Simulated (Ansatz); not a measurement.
# Rock-salt BAs (model structure): lattice parameter a by level of theory

No measured value is used here.

### Question
Put these levels in order of the lattice parameter a that they give for rock-salt BAs (model structure), smallest first: LDA (Ansatz, a first-principles code), PBE (Ansatz), PBE-D4 (Ansatz), PBEsol (Ansatz), r²SCAN (Ansatz).

### Answer
LDA (4.538 Å), PBE-D4 (4.552 Å), PBEsol (4.567 Å), r²SCAN (4.599 Å), PBE (4.613 Å)

Ansatz's density-functional and Hartree–Fock values are scalar-relativistic unless marked +SOC, with PAW data made under PBE.

A model structure was made by putting elements into a prototype or built by hand; it is no filed structure, need not be a known phase, and can be a saddle point held by its symmetry.
